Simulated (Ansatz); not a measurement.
BN under load (space group F-43m), PBE, rigid bands (Ansatz, an electronic-structure program). Condition of this run: hydrostatic pressure of 18 GPa (compression positive) (the target of the relaxation). Band gap 4.53 eV, N_c = 2.19e19 cm⁻³ and N_v = 8.66e19 cm⁻³ at 300 K, conductivity masses of 0.387 mₑ (electrons) and 0.694 mₑ (holes). Take k_BT = 0.02585 eV.

Task: Find the intrinsic carrier density and the intrinsic Fermi level.

Result: n_i = √(N_c N_v) exp(−E_g/2k_BT) = 4.35e19 × exp(−87.61) = 3.9e-19 cm⁻³. The level lies (k_BT/2) ln(N_v/N_c) = 18 meV from mid-gap (positive towards the conduction band). Each 0.1 eV added to the gap lowers n_i by a factor of 6.9.

Task: What thermal injection velocity √(2k_BT/πm) limits a ballistic channel?

Result: 8.65e6 cm/s for electrons and 6.46e6 cm/s for holes, a ratio of √(m_h/m_e) = 1.34, for dilute carriers.

Task: A film of it is 2 nm thick. Estimate the confinement energies in an infinite well.

Result: ħ²π²/(2m t²) = 0.376 eV·nm²/(m/mₑ × t²) gives 243 meV for electrons and 135 meV for holes, so the gap would widen to about 4.91 eV. Finite barriers and nonparabolic bands lower this, and with several valleys or bands the heaviest mass along the normal sets the lowest level, not this average.

Rigid bands with the computed gap; masses take one relaxation time for all states. Spin-orbit coupling is left out. Geometry: cell and atoms relaxed with PBEsol.
